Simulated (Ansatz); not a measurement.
## A computed series for FeCo: pressure series

Base system: FeCo (space group Cmmm, No. 65; a = 2.783 Å, b = 3.982 Å, c = 3.943 Å; ferromagnetic; a cell from a computed database, its experimental status unchecked).

Cell and atoms are relaxed at each pressure.

Calculations: PBEsol/PAW in Ansatz (a program for electronic structure), scalar-relativistic without spin-orbit coupling.

```
P (GPa)  V (Å³/atom)
-------  -----------
-1.99         11.023
-0.99         10.972
0.30          10.907
0.70          10.887
1.50          10.849
3.00          10.778
4.99          10.687
7.50          10.578
10.00         10.473
```

Fit a third-order Birch–Murnaghan equation of state.

Least squares on P(V) = (3B₀/2)[(V₀/V)^(7/3) − (V₀/V)^(5/3)]·[1 + (3/4)(B₀′ − 4)((V₀/V)^(2/3) − 1)] gives V₀ = 10.92 Å³/atom, B₀ = 220 GPa and B₀′ = 3.8.

Other magnetic orders, which the real material may have, were not ruled out. Load acts through the strain it causes; cell and atoms are relaxed under it. Whether these cells are dynamically stable was not tested. Competing high-pressure phases were not computed.
